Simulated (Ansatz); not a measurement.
SrMgF4 (Cmc2₁, No. 36, 12 atoms in the cell; start COD 7218677), treated with r²SCAN (Ansatz, an electronic-structure program, plane waves, PAW).

Numerical settings: plane-wave cutoff 560 eV, 10×10×6 k mesh (along the axes of the cell as run), Fermi–Dirac smearing 0.01 eV, scalar-relativistic PAW data made under PBE.

Cell (measured lattice):

Space group Cmc2₁ (No. 36); a = 3.937 Å, b = 14.488 Å, c = 5.638 Å, α = β = γ = 90.00°

```
atom  site  symmetry       x       y       z
----  ----  --------  ------  ------  ------
Sr      4a       m..  0.0000  0.3418  0.0462
Mg      4a       m..  0.0000  0.0835  0.0948
F       4a       m..  0.0000  0.5843  0.1130
F       4a       m..  0.0000  0.2001  0.2869
F       4a       m..  0.0000  0.0327  0.4291
F       4a       m..  0.0000  0.1602  0.8130
```
(The calculation used a cell of 12 atoms; values per cell refer to that cell.)

### Question
What does this level give for the band gap and smallest direct gap on the k points sampled?

### Answer

- band gap = 7.68 eV
- smallest direct gap on the k points sampled = 7.77 eV

Note: the file's cell can be that of a phase stable at another temperature; cell and atoms aren't relaxed at this level (largest force component 0.21 eV/Å, pressure -0.4 GPa).

Spin–orbit coupling is not included.

Computed values are for the static lattice.

Computing time: about 9 core-minutes (a rough figure).
